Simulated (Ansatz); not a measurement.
# Smallest direct gap on the k points sampled of ZrSeS (P3m1, No. 156; start mp-1215215) at several levels of theory

No measured value is used here.

```
level (code)         value (eV)
-------------------  ----------
LDA (Ansatz)               1.12
PBEsol+SOC (Ansatz)        1.04
r²SCAN+SOC (Ansatz)         [?]
HSE06+SOC (Ansatz)          [?]
PBE0 (Ansatz)              2.62
r²SCAN0 (Ansatz)           2.86
```

**Question.** Complete the blanks.

**Answer.** 
- r²SCAN+SOC (Ansatz, a program for electronic structure), value (eV): 1.39
- HSE06+SOC (Ansatz), value (eV): 1.84

Computed values are for a static lattice. Levels without +SOC have no spin–orbit coupling; where heavier elements are present it shifts gaps, mostly down, and can invert bands.  Values are at the PBE-D3(BJ) cell. Cutoffs and k meshes differ between the levels. Ansatz's density-functional and Hartree–Fock values are scalar-relativistic unless marked +SOC, with PAW data made under PBE.

A start named mp-… is a Materials Project structure, which can be a computed phase never made.
